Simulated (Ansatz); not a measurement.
# AlN, response to strain

The parent structure is AlN in the zinc blende structure (space group F-43m, No. 216).

```
AlN
1.0
    0.00000     2.18885     2.18885
    2.18885     0.00000     2.18885
    2.18885     2.18885     0.00000
N Al
1 1
Direct
  0.75000   0.75000   0.75000
  0.00000   0.00000   0.00000
```

Cartesian axes are those of the cell as printed.

Strains are applied to the cell and any free atomic positions relax; under stress the whole cell relaxes.

Calculations: PBEsol (Ansatz, an electronic-structure program), no SOC.

Candidates:
(a) strain tensor (xx, yy, zz, yz, xz, xy) = (+1.62, +1.75, −0.43, −0.65, −0.56, −0.38) %
(b) isotropic strain −1.26 %
(c) uniaxial strain ε_yy = −1.47 %
(d) uniaxial stress, 8 GPa compression along z

Before the change:

```
Property   Result
--------  -------
Band gap  3.19 eV
```

Order them by band gap, lowest first.

(d) uniaxial stress, 8 GPa compression along z (2.80 eV), (a) strain tensor (xx, yy, zz, yz, xz, xy) = (+1.62, +1.75, −0.43, −0.65, −0.56, −0.38) % (3.01 eV), (c) uniaxial strain ε_yy = −1.47 % (3.12 eV), (b) isotropic strain −1.26 % (3.21 eV)

Beyond what the load breaks, stability against distortions was not tested. This is not the structure that AlN has at room temperature and ambient pressure.
